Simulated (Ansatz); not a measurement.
The reference is MoS2 in the 3R-MoS2 type structure (space group R3m, No. 160; a = 3.153 Å, c = 17.994 Å (hexagonal axes); layered, stacked along the Cartesian z axis).

Structures relaxed with DFT with PBE-D3(BJ), PAW potentials and a 420 eV plane-wave cutoff in Ansatz (a program for electronic structure), scalar-relativistic without spin-orbit coupling, earlier PAW set.

Base:

Simulated powder pattern, Cu Kα1, λ = 1.54056 Å (kinematic, ideal powder, no thermal factors, no anomalous dispersion; the 14 strongest lines at most, above 2 %, up to 2θ = 90°):

| 2θ (°) | I/Imax (%) | hkl |
|---|---|---|
| 14.76 | 100 | (003) |
| 33.15 | 34 | (101) |
| 34.29 | 32 | (012) |
| 38.54 | 45 | (104) |
| 41.48 | 47 | (015) |
| 45.32 | 7.8 | (009) |
| 48.60 | 26 | (107) |
| 52.68 | 15 | (018) |
| 58.49 | 22 | (110) |
| 60.68 | 14 | (113) |
| 61.82 | 6.1 | (0 0 12) |
| 72.25 | 6.7 | (024) |
| 74.23 | 7.9 | (205) |
| 76.95 | 9.5 | (119) |

The change: an isotropic linear strain of +1.96 %, atoms relaxed at fixed cell.

After the change:

Simulated powder pattern, Cu Kα1, λ = 1.54056 Å (kinematic, ideal powder, no thermal factors, no anomalous dispersion; the 14 strongest lines at most, above 2 %, up to 2θ = 90°):

```csv
2θ (°),I/Imax (%),hkl
14.47,100,(003)
32.50,32,(101)
33.61,30,(012)
37.77,41,(104)
40.64,43,(015)
44.40,6.2,(009)
47.61,26,(107)
51.59,15,(018)
57.26,21,(110)
59.40,14,(113)
70.65,6.1,(024)
72.57,7.3,(205)
75.21,7.6,(119)
88.10,13,(1 1 12)
```

The indices refer to the base's conventional cell; one index is shown for lines that coincide.

Stability against distortions was not tested.
